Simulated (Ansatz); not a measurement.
Here is the system:

```
CELL_PARAMETERS angstrom
      0.00000     5.44686     5.44686
      5.44686     0.00000     5.44686
      5.44686     5.44686     0.00000
ATOMIC_POSITIONS crystal
  Cs 0.25000 0.25000 0.25000
  Cs 0.75000 0.75000 0.75000
  Ag 0.50000 0.50000 0.50000
  Bi 0.00000 0.00000 0.00000
  Br 0.74531 0.25469 0.25469
  Br 0.25469 0.74531 0.74531
  Br 0.25469 0.74531 0.25469
  Br 0.74531 0.25469 0.74531
  Br 0.25469 0.25469 0.74531
  Br 0.74531 0.74531 0.25469
```

No spin polarisation.

Method: r2SCAN (Ansatz, a first-principles code; PAW; 500 eV plane waves; spin-orbit coupling left out). Settings: 5×5×5 k-points, 0.05 eV Fermi–Dirac smearing.

Q: Predict the smallest direct gap, hole mass, gap character and band gap.

A: 
- Smallest direct gap = 2.74 eV
- Hole mass = 0.16 mₑ along k, 0.61 mₑ across (at X)
- Gap character = indirect, X → L
- Band gap = 1.43 eV

Spin-orbit coupling, missing from the scalar runs, can matter with Bi. Load acts through the strain it causes; cell and atoms are relaxed under it. Effective masses come from finite differences of ±0.01 Å⁻¹. Along k means along the line from Γ to the band edge. Whether these cells are dynamically stable was not tested. The cell was made from Cs2AgBiBr6 (space group Fm-3m, No. 225) by this change: pressure 4.2 GPa.
